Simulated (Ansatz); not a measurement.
Defect migration in rock-salt LiF: interstitial H, charge state +1. All values below come from PBE, PAW (plane waves to 420 eV; Ansatz, a program for electronic structure).

64-site cell at the relaxed PBE lattice, the Γ point alone, smearing 0.01 eV, spin-restricted, no finite-size correction. No zero-point or tunnelling terms. The charge state is imposed; whether it is stable for some Fermi level was not computed. Sites that were not tried may lie lower.

Barriers: single points on a 2×2×2 k-point mesh shifted by half a step at the bands' geometries.

The step: a concerted move, in which H travels most. Atoms about the jump, Cartesian Å from the middle of the jump, before and after:

```json
[
 {"atom": "H1", "x0": "0.51", "y0": "0.00", "z0": "-0.51", "x1": "-0.51", "y1": "0.00", "z1": "0.51"},
 {"atom": "F2", "x0": "-0.31", "y0": "0.81", "z0": "-0.51", "x1": "-0.51", "y1": "0.81", "z1": "-0.31"},
 {"atom": "F3", "x0": "1.32", "y0": "-0.81", "z0": "-0.51", "x1": "1.52", "y1": "-1.04", "z1": "-0.53"},
 {"atom": "F4", "x0": "-0.53", "y0": "-1.04", "z0": "1.52", "x1": "-0.51", "y1": "-0.81", "z1": "1.32"},
 {"atom": "Li5", "x0": "-0.80", "y0": "-1.30", "z0": "-0.51", "x1": "-0.51", "y1": "-1.30", "z1": "-0.80"},
 {"atom": "Li6", "x0": "1.81", "y0": "1.31", "z0": "-0.51", "x1": "1.62", "y1": "1.01", "z1": "-0.51"},
 {"atom": "Li7", "x0": "-0.51", "y0": "1.01", "z0": "1.62", "x1": "-0.51", "y1": "1.31", "z1": "1.81"},
 {"atom": "F8", "x0": "1.55", "y0": "1.04", "z0": "1.52", "x1": "1.52", "y1": "1.04", "z1": "1.55"},
 {"atom": "Li9", "x0": "1.52", "y0": "-1.01", "z0": "1.62", "x1": "1.62", "y1": "-1.01", "z1": "1.52"},
 {"atom": "Li10", "x0": "-0.51", "y0": "1.01", "z0": "-2.64", "x1": "-0.51", "y1": "1.02", "z1": "-2.63"},
 {"atom": "Li11", "x0": "-2.63", "y0": "1.02", "z0": "-0.51", "x1": "-2.64", "y1": "1.01", "z1": "-0.51"},
 {"atom": "F12", "x0": "-0.53", "y0": "-1.04", "z0": "-2.53", "x1": "-0.51", "y1": "-1.03", "z1": "-2.59"},
 {"atom": "F13", "x0": "-2.59", "y0": "-1.03", "z0": "-0.51", "x1": "-2.53", "y1": "-1.04", "z1": "-0.53"},
 {"atom": "Li14", "x0": "-0.51", "y0": "3.14", "z0": "-0.51", "x1": "-0.51", "y1": "3.14", "z1": "-0.51"},
 {"atom": "F15", "x0": "1.55", "y0": "1.04", "z0": "-2.53", "x1": "1.50", "y1": "1.01", "z1": "-2.52"},
 {"atom": "F16", "x0": "-2.52", "y0": "1.01", "z0": "1.50", "x1": "-2.53", "y1": "1.04", "z1": "1.55"}
]
```

Q: Where do these atoms stand at the saddle point, and how high is it?

A: 
```
atom      x      y      z
----  -----  -----  -----
H1     0.11   0.20   0.10
F2    -0.39   0.89  -0.39
F3     1.42  -0.92  -0.48
F4    -0.48  -0.92   1.41
Li5   -0.68  -1.33  -0.68
Li6    1.77   1.14  -0.59
Li7   -0.59   1.13   1.77
F8     1.51   1.03   1.50
Li9    1.55  -1.02   1.55
Li10  -0.50   1.02  -2.67
Li11  -2.67   1.02  -0.50
F12   -0.52  -1.02  -2.55
F13   -2.55  -1.02  -0.53
Li14  -0.50   3.17  -0.50
F15    1.52   1.03  -2.54
F16   -2.53   1.03   1.52
```
It lies 0.31 eV above the start and 0.31 eV above the end. The saddle point's order was not checked, and it lies on a symmetry element of the cell, where a band can be held.
